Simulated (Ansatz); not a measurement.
The starting structures come from a database of crystals and need not be the phases stable at ambient conditions.

 Where the default PAW files enter, the runs use the earlier of Ansatz's two default sets.

Tunnelling through a barrier is set by its complex band structure: the current falls as exp(−2κd) with the smallest κ.

Here is the system:

```yaml
crystal:
  lattice:
    - [2.51783, 0.00000, 0.00000]
    - [0.00000, 2.51783, 0.00000]
    - [1.25892, -1.25892, 1.72696]
  atoms:
    - { symbol: C, position: [0.50000, 0.50000, 0.00000] }
    - { symbol: C, position: [0.25000, 0.25000, 0.50000] }
```

Space group of this cell: I4_1/amd. The cell is strained (lengths along the current scaled by 0.97, ions clamped); by r2SCAN its mean pressure is 14.3 GPa.

Transport runs along the normal of the first two printed cell vectors, the (001) (indices of the unstrained crystal) plane of the conventional cell.

The gap is the functional's own. No spin-orbit coupling. Mid-gap values are interpolated on the energy grid.

Task: State the band gap and the smallest decay constant κ at mid-gap according to r2SCAN run with Ansatz (a program for electronic structure).

Result: Gap 3.61 eV on a 18×18×18 mesh; κ = 0.316 1/Å, at the zone centre.
